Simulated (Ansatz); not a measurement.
**ZrS2 with two functionals, isotropic strain −0.76 %**

The parent structure is ZrS2 in the CdI2 type structure (space group P-3m1, No. 164; a = 3.635 Å, c = 5.720 Å; layered, stacked along the Cartesian z axis).

(Cell as relaxed with PBE-D3(BJ).)

Levels (all Ansatz, a quantum-chemistry and plane-wave program, PAW): PBE-D3(BJ) (420 eV, no SOC); r2SCAN+rVV10 (500 eV, no spin-orbit coupling).

Each level relaxes its own structure.

| base | PBE-D3(BJ) | r2SCAN+rVV10 |
|---|---|---|
| volume per atom | 21.81 Å³ | 22.84 Å³ |
| lattice parameter a | 3.635 Å | 3.674 Å |
| band gap | 0.66 eV | 1.17 eV |

The change: the cell is scaled by 0.9924 in all directions, atoms relaxed at fixed cell.

| quantity | PBE-D3(BJ) | r2SCAN+rVV10 |
|---|---|---|
| mean gap deformation potential ΔEg/Δln V | +4.7 eV | (withheld) |
| gap character | indirect, Γ → L | (withheld) |

Question: Given the PBE-D3(BJ) results, estimate those of r2SCAN+rVV10.

Answer: 
- mean gap deformation potential ΔEg/Δln V, r2SCAN+rVV10: +4.0 eV
- gap character, r2SCAN+rVV10: indirect, K–Γ (87 % along) → L

PBE-D3(BJ)'s mean gap deformation potential ΔEg/Δln V lies 0.76 eV above r2SCAN+rVV10's; they disagree on the gap character. Neither level is exact; r2SCAN+rVV10 is the comparison here, not a measurement.

Whether these cells are dynamically stable was not tested.
